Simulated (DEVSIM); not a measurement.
System: abrupt Si n-p junction, at 350 K.

| layer (left to right) | material | thickness (μm) | Nd (cm⁻³) | Na (cm⁻³) | τn (s) | τp (s) |
|---|---|---|---|---|---|---|
| 1 | Si | 7.70 | 3.1e16 | - | 2e-5 | 2e-5 |
| 2 | Si | 0.450 | - | 9.5e17 | 2e-5 | 2e-5 |

Left contact: ohmic. Right contact: ohmic. Voltage is applied to the left contact. Recombination: SRH at mid-gap, Auger. Mobility is μmin + (μ − μmin)/(1 + (N/Nref)^α).

The device is made up for the run: typed textbook-type constants, with dimensions and the other settings drawn at random. Values at 300 K; Nc and Nv go as T^1.5, mobilities as T to minus their exponent, the gap by Varshni's rule with the affinity fixed.

```
parameter               Si
----------------  --------
gap (eV)             1.124
affinity (eV)         4.05
permittivity          11.7
Nc (cm⁻³)          2.86e19
Nv (cm⁻³)           3.1e19
μn (cm²/Vs)           1417
μp (cm²/Vs)            470
μn,min                  52
μp,min                  45
Nref,n              9.7e16
Nref,p              2.2e17
αn                    0.68
αp                    0.72
T exponent of μn       2.3
T exponent of μp       2.2
Cn (cm⁶/s)         2.8e-31
Cp (cm⁶/s)         9.9e-32
Varshni α (eV/K)  0.000473
Varshni β (K)          636
```

Model (solved in DEVSIM): 1D drift-diffusion, Boltzmann statistics, complete ionisation; no tunnelling, impact ionisation, image-force lowering or self-heating.

The temperature was swept, all else fixed.

```json
[
 {"temperature (K)": "250", "dark forward voltage at 100 A/cm² (V)": "0.856", "potential step across the device at zero bias (V)": "0.926", "dark forward voltage at 1 A/cm² (V)": "0.750"},
 {"temperature (K)": "300", "dark forward voltage at 100 A/cm² (V)": "0.781", "potential step across the device at zero bias (V)": "0.857", "dark forward voltage at 1 A/cm² (V)": "0.652"},
 {"temperature (K)": "350", "dark forward voltage at 100 A/cm² (V)": "0.702", "potential step across the device at zero bias (V)": "0.786", "dark forward voltage at 1 A/cm² (V)": "0.551"},
 {"temperature (K)": "400", "dark forward voltage at 100 A/cm² (V)": "…", "potential step across the device at zero bias (V)": "0.711", "dark forward voltage at 1 A/cm² (V)": "…"},
 {"temperature (K)": "450", "dark forward voltage at 100 A/cm² (V)": "0.540", "potential step across the device at zero bias (V)": "0.634", "dark forward voltage at 1 A/cm² (V)": "0.342"},
 {"temperature (K)": "500", "dark forward voltage at 100 A/cm² (V)": "0.456", "potential step across the device at zero bias (V)": "0.555", "dark forward voltage at 1 A/cm² (V)": "0.235"}
]
```

Task: Fill in the missing entries.

Result: 
- 400, dark forward voltage at 100 A/cm² (V): 0.623
- 400, dark forward voltage at 1 A/cm² (V): 0.448
